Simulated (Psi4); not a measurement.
Psi4 1.11, PBE0/def2-svp, scf_type pk: C#C[SiH2]O[SiH2]CCO, 18 atoms. The geometry is a generated start, not checked to be a minimum at this level.

```yaml
task: energy
method: pbe0
basis: def2-svp
memory: 7 GB
e_convergence: 1e-08
d_convergence: 1e-07
guess: auto, which took SAD (default)
diis_max_vecs: 10 (default)
scf_initial_accelerator: adiis (default)
dft_radial_points: 75 (default)
dft_spherical_points: 302 (default)
basis_functions: 170
grid_points: 383449
```

```xyz
18

C      4.9785     0.4477    -0.9325
C      3.9740     0.1934    -0.3251
Si     2.4069    -0.2044     0.6161
O      1.1695    -0.6816    -0.3755
Si    -0.4345    -1.0719    -0.2674
C     -1.5333     0.4002     0.0409
C     -3.0205     0.0822     0.1057
O     -3.7472     1.2694     0.3977
H      5.8692     0.6720    -1.4735
H      2.6676    -1.2804     1.6026
H      1.9597     0.9927     1.3696
H     -0.6145    -2.0639     0.8191
H     -0.8467    -1.7176    -1.5365
H     -1.2333     0.8881     0.9764
H     -1.3627     1.1495    -0.7419
H     -3.2398    -0.6432     0.8966
H     -3.3932    -0.3270    -0.8399
H     -3.5995     1.8948    -0.3325
```

The reference run uses exact four-centre integrals (scf_type = pk). One run each, on a shared machine, so no times are given.

Settings tried, all else as in the reference:
- scf_type = direct, screening = density, ints_tolerance = 1e-09
- scf_type = direct, screening = csam (default), ints_tolerance = 1e-07
- scf_type = direct, screening = csam (default), ints_tolerance = 1e-05
- scf_type = direct, screening = density, ints_tolerance = 1e-07
- scf_type = direct, screening = csam (default), ints_tolerance = 1e-09

### Question
Sort the settings: which keep to the reference within 1.0 meV/atom in energy, and which don't?

### Answer
Within it: scf_type = direct, screening = density, ints_tolerance = 1e-09; scf_type = direct, screening = csam (default), ints_tolerance = 1e-09; scf_type = direct, screening = csam (default), ints_tolerance = 1e-07; scf_type = direct, screening = density, ints_tolerance = 1e-07. Outside: scf_type = direct, screening = csam (default), ints_tolerance = 1e-05.

```
setting                                                                energy against the reference
---------------------------------------------------------------------  ----------------------------
scf_type = direct, screening = density, ints_tolerance = 1e-09                 under 0.001 meV/atom
scf_type = direct, screening = csam (default), ints_tolerance = 1e-09          under 0.001 meV/atom
scf_type = direct, screening = csam (default), ints_tolerance = 1e-07          under 0.001 meV/atom
scf_type = direct, screening = density, ints_tolerance = 1e-07                 under 0.001 meV/atom
scf_type = direct, screening = csam (default), ints_tolerance = 1e-05                 −1.3 meV/atom
```

Total energies are compared; such shifts often cancel in part in energy differences. Also tried and not ranked: scf_type = direct, screening = density, ints_tolerance = 1e-05 (ended without SCF convergence in 100 iterations). The tolerance is a choice made for this comparison.
